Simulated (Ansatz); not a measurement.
## AuAl2: energy against strain

AuAl2 (fluorite, Fm-3m, 18.029 Å³/atom at rest) under an equal strain ε in the (001) plane with the normal axis free, as in a coherent film. PBEsol in Ansatz, a plane-wave DFT program (PAW, default set), 420 eV, 17×17×17 Γ-centred mesh, Fermi-Dirac smearing 0.10 eV; ions are relaxed within the symmetry of each cell.

Here s stands for strain and y for E less E0.

| strain (%) | E less E0 (meV/atom) |
|---|---|
| -1.50 | 3.25 |
| -1.00 | 1.45 |
| -0.50 | 0.36 |
| 0.00 | 0.00 |
| 0.50 | 0.39 |
| 1.00 | 1.53 |
| 1.50 | 3.43 |
| 3.00 | ? |

Taking a parabola for y over the 7 complete rows: Least squares gives y = 0.004 + 0.0521·s + 1.4833·s². Residuals (row less fit): -0.013, 0.015, 0.011, -0.004, -0.011, -0.009, 0.010; standard error 0.015 (degrees of freedom: 4). Twice the quadratic coefficient over the volume, 2 × 1.4833 meV × 10⁴ × 0.1602 / 18.029 Å³, is twice the biaxial elastic modulus of this plane = 264 ± 1.1 GPa.

Estimate the missing y (s = 3.00); what did the run itself give?

y = 0.004 + 0.0521 × 3.0 + 1.4833 × 3.0² = 13.510 meV/atom. The calculation gives 13.64 meV/atom, 0.130 meV/atom above the prediction (1.0 % of the range of y in the table). The row lies outside the fitted rows, so this is an extrapolation. From the scatter of the fitted rows alone, a prediction at this place has a standard error of 0.056 meV/atom, so the miss is 2.3 times that.

One order more doesn't follow all runs of the series either: the slope changes along it. In a metal these values are sensitive to mesh and smearing; energies are taken to zero smearing, stresses follow the free energy. Rows are the converged runs of the series near zero and its far end; series whose fitted rows scatter by over a few per cent of the range, as at a crossing or softening among them, aren't shown in this form. Most that stay on the fit to the last digits aren't either.
